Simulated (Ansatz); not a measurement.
What biaxial strain −1.20 %, plane normal [001], relaxed out of plane does to ZnO

Consider ZnO in the wurtzite structure (space group P6_3mc, No. 186; a = 3.230 Å, c = 5.214 Å). Axes: x lies along a and z along c of the hexagonal cell.

Modification: biaxial strain −1.20 %, plane normal [001], relaxed out of plane (Cartesian); in-plane vectors clamped, the third vector and the atoms free.

Computed with PBEsol (Ansatz, a quantum-chemistry and plane-wave program; PAW; 420 eV plane waves; without spin-orbit coupling). Γ-centred 12×12×7 mesh, Fermi–Dirac width 0.05 eV.

```json
[
 {"quantity": "volume per atom", "base": "11.78 Å³", "changed": "11.63 Å³", "shift": "-0.143 Å³"},
 {"quantity": "shortest interatomic distance", "base": "1.969 Å", "changed": "1.961 Å", "shift": "-0.008 Å"},
 {"quantity": "band gap", "base": "0.70 eV", "changed": "0.69 eV", "shift": "-0.018 eV"},
 {"quantity": "gap character", "base": "direct at Γ", "changed": "direct at Γ", "shift": "–"},
 {"quantity": "width of the top valence band", "base": "1.83 eV", "changed": "1.85 eV", "shift": "+0.02 eV"},
 {"quantity": "electron mass", "base": "0.13 mₑ (at Γ)", "changed": "0.13 mₑ (at Γ)", "shift": "–"},
 {"quantity": "valence-band top at Γ (three highest levels, from the VBM)", "base": "0.00, 0.00, -0.10 eV", "changed": "0.00, 0.00, -0.12 eV", "shift": "–"},
 {"quantity": "out-of-plane strain", "base": "–", "changed": "+1.20 %", "shift": "–"},
 {"quantity": "ratio −ε⊥/ε∥", "base": "–", "changed": "1.00", "shift": "–"}
]
```

Final structure (turned so that z lies along the plane normal):

```yaml
crystal:
  lattice:
    - [3.19120, 0.00000, 0.00000]
    - [1.59560, 2.76366, 0.00000]
    - [0.00000, 0.00000, 5.27676]
  atoms:
    - { symbol: Zn, position: [0.33333, 0.33333, 0.00465] }
    - { symbol: Zn, position: [0.66667, 0.66667, 0.50465] }
    - { symbol: O, position: [0.33333, 0.33333, 0.37735] }
    - { symbol: O, position: [0.66667, 0.66667, 0.87735] }
```

Cost of the whole job for the changed cell (relaxation, final SCF and bands): very roughly 50 core-seconds.

Effective masses come from finite differences of ±0.01 Å⁻¹. Whether these cells are dynamically stable was not tested.
